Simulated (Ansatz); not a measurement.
## AlB2-type MgB₂

Calculation: Hartree–Fock (plane waves, PAW; Ansatz, an electronic-structure program).

Numerical settings: plane-wave cutoff 460 eV, 12×12×8 k mesh (along the axes of the cell as run), Fermi–Dirac smearing 0.05 eV, scalar-relativistic PAW data made under PBE.

Cell: relaxed at this level.

For AlB2-type MgB₂, the lattice constant a is 3.104 Å and the lattice parameter c is 3.584 Å.

Measured, for comparison: lattice constant a 3.083 Å, lattice parameter c 3.521 Å (300 K, no zero-point or thermal correction; as tabulated in Loa et al. (2002), arXiv:cond-mat/0206051). Computed (rounded) less measured: lattice constant a +0.7 %, lattice parameter c +1.8 %.

Static lattice: no zero-point or thermal effects.

Computing time: around 50 core-minutes (rough).
